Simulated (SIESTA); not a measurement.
SIESTA 5.4.2, DFT, PBE, numerical atomic orbitals DZP, PseudoDojo PBE standard norm-conserving (rewritten from UPF to PSML): fcc Cu, atoms displaced (Cu8), 8 atoms. Basis and mesh were picked for this test and aren't claimed converged.

```json
{
  "cell": "7.23, 3.62, 3.62 Å; 90, 90, 90°",
  "distance_to_the_nearest_atom": "2.47 to 2.52 Å",
  "task": "scf",
  "k mesh": "3×6×6",
  "PAO.BasisSize": "DZP",
  "PAO.EnergyShift": "0.01 Ry",
  "MeshCutoff": "300 Ry",
  "ElectronicTemperature": "1000 K",
  "MaxSCFIterations": "200",
  "SCF.Mixer.Method": "Pulay",
  "SCF.Mixer.Weight": "0.1",
  "SCF.Mixer.History": "6",
  "SCF.DM.Tolerance": "0.0001",
  "SolutionMethod": "diagon (default)",
  "Diag.Algorithm": "Divide-and-Conquer (default)",
  "SCF.Mix": "Hamiltonian (default)",
  "SCF.H.Tolerance": "0.001 eV (default)",
  "SCF.Mixer.Variant": "stable (default)",
  "k-points": "65",
  "basis_orbitals": "152",
  "electrons": "152",
  "real_space_mesh": "80×40×40"
}
```

Machine A. Machine: one whole node, AMD EPYC (Zen 5), 96 cores on 1 socket, no SMT, 12 L3 cache groups.

Machine B. Machine: one whole node, Intel Xeon 6 (Granite Rapids), 96 cores on 1 socket, 2 hardware threads a core, 3 L3 cache groups, 3 NUMA nodes.

Wall times, medians of two to five repeats, each run alone on the node (launch to exit). Unless noted, each process is bound to its own block of adjacent cores. The times hold for this build (conda-forge: Open MPI, OpenBLAS, ScaLAPACK, ELSI, no OpenMP). Scratch files lie in a memory file system.

On machine A:

| run | wall time on A |
|---|---|
| 16 ranks, Diag.ParallelOverK = true | 2.6 s |
| 2 ranks, Diag.ParallelOverK = true | 10 s |
| 4 ranks, Diag.ParallelOverK = true | 5.8 s |
| 24 ranks, Diag.ParallelOverK = true | 2.3 s |
| 32 ranks, Diag.ParallelOverK = true | 2.3 s |
| 8 ranks, Diag.ParallelOverK = true | 3.6 s |
| 48 ranks, Diag.ParallelOverK = true | 2.4 s |
| 1 rank, Diag.ParallelOverK = not set | 22 s |

Question: What do these runs take on the other node, and does the best choice change?

Answer: 
```json
[
 {"run": "16 ranks, Diag.ParallelOverK = true", "A": "2.6 s", "B": "3.1 s", "B over A": "1.2"},
 {"run": "2 ranks, Diag.ParallelOverK = true", "A": "10 s", "B": "12 s", "B over A": "1.2"},
 {"run": "4 ranks, Diag.ParallelOverK = true", "A": "5.8 s", "B": "7.0 s", "B over A": "1.2"},
 {"run": "24 ranks, Diag.ParallelOverK = true", "A": "2.3 s", "B": "2.6 s", "B over A": "1.1"},
 {"run": "32 ranks, Diag.ParallelOverK = true", "A": "2.3 s", "B": "2.5 s", "B over A": "1.1"},
 {"run": "8 ranks, Diag.ParallelOverK = true", "A": "3.6 s", "B": "4.3 s", "B over A": "1.2"},
 {"run": "48 ranks, Diag.ParallelOverK = true", "A": "2.4 s", "B": "2.3 s", "B over A": "0.98"},
 {"run": "1 rank, Diag.ParallelOverK = not set", "A": "22 s", "B": "27 s", "B over A": "1.3"}
]
```

B takes 0.98 to 1.3 times the time of A. The shortest run is 24 ranks, Diag.ParallelOverK = true on A and 48 ranks, Diag.ParallelOverK = true on B, though on at least one machine the two are level within 8 % or the scatter of repeats.
